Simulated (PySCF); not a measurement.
PySCF 2.14.0, TPSSH/def2-svp, df: Ba(Br)(SH)(NH3)2 ([NH3]->[Ba](<-[NH3])([SH])[Br]), 12 atoms. The geometry is a generated start, not checked to be a minimum at this level.

```json
{
  "task": "energy",
  "method": "tpssh",
  "basis": "def2-svp",
  "two_electron_scheme": "density fitting",
  "mol.max_memory": "3000 MB",
  "mf.max_cycle": "100",
  "mf.conv_tol": "1e-09 (default)",
  "mf.grids.level": "3 (default)",
  "effective_core_potentials": "those of the basis set, past Kr",
  "basis_functions": "136",
  "grid_points": "159688"
}
```

```xyz
12

Ba     0.7005     0.8809     1.0538
Br     2.7195     0.0271    -0.7969
S     -1.6804     2.0909     2.0324
H     -1.8110     1.3941     3.1512
N      0.5652    -2.3381     0.8013
H      0.0600    -2.5217    -0.0599
H      0.2745    -3.0352     1.4815
H      1.5485    -2.4983     0.5944
N     -0.5187     1.4470    -1.8037
H     -1.0758     2.2933    -1.8565
H     -1.0735     0.6921    -2.1925
H      0.2913     1.5680    -2.4049
```

With the defaults (mf.init_guess = minao, mf.diis = true, mf.level_shift = 0, mf.DIIS = CDIIS, mf.diis_space = 8, mf.diis_damp = 0, mf.damp = 0, mf.diis_start_cycle = 1) it converges in 12 Fock builds. One run each on 2 threads, 1 BLAS thread, with these changes:
- mf.level_shift = 0.3 Hartree
- mf.init_guess = 1e
- mf.damp = 0.7, mf.diis_start_cycle = 8
- mf.level_shift = 1 Hartree
- mf.diis_damp = 0.3
- mf.DIIS = EDIIS
- mf.diis_space = 3
- mf.diis = false
- mf.init_guess = atom

Problem. Which of these changes keep the SCF from converging, or lead it to another solution?

Solution. No convergence: mf.init_guess = 1e; mf.diis = false (the run ends without SCF convergence in 100 cycles). The rest reach the solution of the defaults.

```
setting                                 Fock builds             end
--------------------------------------  -----------  --------------
mf.diis_damp = 0.3                               11   same solution
the defaults                                     12   same solution
mf.init_guess = atom                             13   same solution
mf.diis_space = 3                                15   same solution
mf.damp = 0.7, mf.diis_start_cycle = 8           15   same solution
mf.level_shift = 0.3 Hartree                     24   same solution
mf.level_shift = 1 Hartree                       63   same solution
mf.DIIS = EDIIS                                  89   same solution
mf.init_guess = 1e                              101  no convergence
mf.diis = false                                 101  no convergence
```
